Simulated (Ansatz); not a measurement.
(AlP)7/(BeTe)7 zinc blende (110) superlattice on BeTe, space group Pmm2.

The geometry comes from a PBE relaxation.

```xyz
28
Lattice="4.0051 0.0000 0.0000 0.0000 5.6632 0.0000 0.0000 0.0000 27.4349" Properties=species:S:1:pos:R:3 pbc="T T T"
Al     0.0000     0.1687     0.0912
P      2.0026     1.5053    -0.0571
Al     2.0026     2.9233     1.8822
P      0.0000     4.3072     1.9252
Al     0.0000     0.0971     3.8339
P      2.0026     1.4850     3.8166
Al     2.0026     2.9254     5.7434
P      0.0000     4.3118     5.7434
Al     0.0000     0.0971     7.6530
P      2.0026     1.4850     7.6702
Al     2.0026     2.9233     9.6046
P      0.0000     4.3072     9.5617
Al     0.0000     0.1687    11.3956
P      2.0026     1.5053    11.5439
Be     2.0026     2.6912    13.3484
Te     0.0000     4.1454    13.4969
Be     0.0000    -0.0793    15.4786
Te     2.0026     1.3363    15.4348
Be     2.0026     2.7460    17.4489
Te     0.0000     4.1622    17.4659
Be     0.0000    -0.0827    19.4609
Te     2.0026     1.3323    19.4609
Be     2.0026     2.7460    21.4729
Te     0.0000     4.1622    21.4559
Be     0.0000    -0.0793    23.4433
Te     2.0026     1.3363    23.4870
Be     2.0026     2.6912    25.5734
Te     0.0000     4.1454    25.4249
```

Level of theory: HSE06 with spin-orbit coupling (plane waves to 420 eV, PAW; Ansatz, an electronic-structure program).  Its k-point mesh 4×3×1, Fermi–Dirac width 0.01 eV. HSE06 ran on meshes of its own (4×3×1); its edges and gaps are taken over the mesh and over extra points off it, mostly where PBE has its edges.

Task: List the levels next to the gap at (0.500, 0.000, 0.000) of this cell's own (folded) zone, from the top of the valence band (the table ends after a fixed count of bands, which can cut a degenerate set).

Result: 
```
band  E − E_v (eV)
----  ------------
v8          -2.042
v7          -2.042
v6          -2.012
v5          -2.012
v4          -1.421
v3          -1.421
v2          -1.363
v1          -1.363
c1           1.681
c2           1.681
c3           1.890
c4           1.890
c5           2.170
c6           2.170
c7           2.420
c8           2.420
```
